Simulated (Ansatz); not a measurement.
## BN: response to strain

Take BN in the zinc blende structure (space group F-43m, No. 216; a = 3.5805 Å) as the base. Axes: x, y, z lie along the cube axes.

Strains are applied to the cell and any free atomic positions relax.

The values are results of LDA/PAW in Ansatz (an electronic-structure program), no SOC, not measurements.

Notes on the quantities. energy relative to the base: free energy F; pressure: mean of the normal stresses, compression positive.

| variant | band gap | smallest direct gap | energy relative to the base | pressure | shortest interatomic distance |
|---|---|---|---|---|---|
| base | 4.39 eV | 8.83 eV | 0 meV/atom | -0.01 GPa | 1.550 Å |
| tensor shear ε_xy = +1.43 % | (withheld) | (withheld) | (withheld) | (withheld) | (withheld) |
| tensor shear ε_xy = +0.29 % | 4.37 eV | 8.74 eV | +0.3 meV/atom | 0.01 GPa | 1.548 Å |
| tensor shear ε_xy = +1.14 % | 4.29 eV | 8.46 eV | +4.4 meV/atom | 0.21 GPa | 1.540 Å |
| tensor shear ε_xy = +2.00 % | 4.16 eV | 8.19 eV | +14 meV/atom | 0.65 GPa | 1.532 Å |
| tensor shear ε_xy = +0.57 % | 4.35 eV | 8.65 eV | +1.1 meV/atom | 0.05 GPa | 1.545 Å |
| tensor shear ε_xy = +0.86 % | 4.32 eV | 8.55 eV | +2.5 meV/atom | 0.12 GPa | 1.543 Å |
| tensor shear ε_xy = +1.71 % | 4.20 eV | 8.28 eV | +10 meV/atom | 0.48 GPa | 1.535 Å |

Task: Some entries are withheld; estimate them.

Result: 
- tensor shear ε_xy = +1.43 %, band gap: 4.25 eV
- tensor shear ε_xy = +1.43 %, smallest direct gap: 8.37 eV
- tensor shear ε_xy = +1.43 %, energy relative to the base: +7.0 meV/atom
- tensor shear ε_xy = +1.43 %, pressure: 0.33 GPa
- tensor shear ε_xy = +1.43 %, shortest interatomic distance: 1.537 Å

No phonon test of stability was made.
